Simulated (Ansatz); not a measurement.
Cost and result by functional for the adsorption energy of OH on the 1x1 (111) surface of fcc Ag, one in a 2x2 cell, started at the site 'top Ag', in Ansatz (plane waves, PAW). Single points on the PBE structure, on one kind of machine; costs are rough ratios of the slab run's core time (references not counted) to the cheapest single point. r2SCAN's cost holds its higher cutoff (500 against 420 eV). Differences are taken against r2SCAN for comparison alone: no measured value is at hand, so the table doesn't rank accuracy.

Set-up: 18 atoms, 7.1 Å thick at the start under the adsorbate (thin: gaps and levels are the slab's own); mesh 6x6x1; 0.1 eV smearing; dipole correction on; 8 atoms held, the rest relaxed; no symmetry held; spin-polarised, no spin-orbit, no U, no dispersion correction. The starting moment vanished. At the end it is bonded to 3 Ag. In PBE it is, or lies within 0.03 eV of, the lowest of the starts that converged. These notes are the PBE run's. r2SCAN: The program's check for a lower electronic state was not made. Adsorption energies are against H2O(g) − ½ H2(g). A negative adsorption energy means that the adsorbate is more stable on the surface than in its reference.

```csv
functional,relative cost,adsorption energy (eV),less r2SCAN (eV)
RPBE,1,0.89,0.50
r2SCAN,2,0.39,0.00
PBE (the relaxed run's value),–,0.70,0.31
```

The values span 0.50 eV, while the single points' costs differ by a factor of roughly 2. Differences are of unrounded values.

Ansatz is a first-principles code.
